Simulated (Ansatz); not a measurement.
## Rb: Rb → Yb

Start from Rb in the bcc (W type) structure (space group Im-3m, No. 229; a = 5.5703 Å).

Modification: full substitution Rb → Yb; the structure is relaxed again.

Computed with PBEsol/PAW in Ansatz (a first-principles code), no spin-orbit coupling. Γ-centred 16×16×16 mesh, Fermi–Dirac width 0.05 eV, for the changed cell.

The volume per atom decreases by 54.69 Å³, from 86.42 Å³ to 31.73 Å³ and the density grows by 7.415 g/cm³ to 9.06 g/cm³. The lattice parameter a drops by 1.5817 Å, from 5.570 Å to 3.989 Å and the space group is still Im-3m (No. 229). The band gap stays zero.

Final structure:

```yaml
crystal:
  lattice:
    - [-1.99428, 1.99428, 1.99428]
    - [1.99428, -1.99428, 1.99428]
    - [1.99428, 1.99428, -1.99428]
  atoms:
    - { symbol: Yb, position: [0.00000, 0.00000, 0.00000] }
```

Cost of the whole job for the changed cell (relaxation, final SCF and bands): roughly 2.1 core-minutes.

The state of the 4f shell was not checked for lower solutions. Stability against distortions was not tested. For Yb in this form, whether it has been made was not checked. Starting moments died away, wholly or in part, for Rb → Yb; another magnetic solution may exist. The final runs are not spin-polarised. This is not the structure that Yb has at room temperature and ambient pressure.
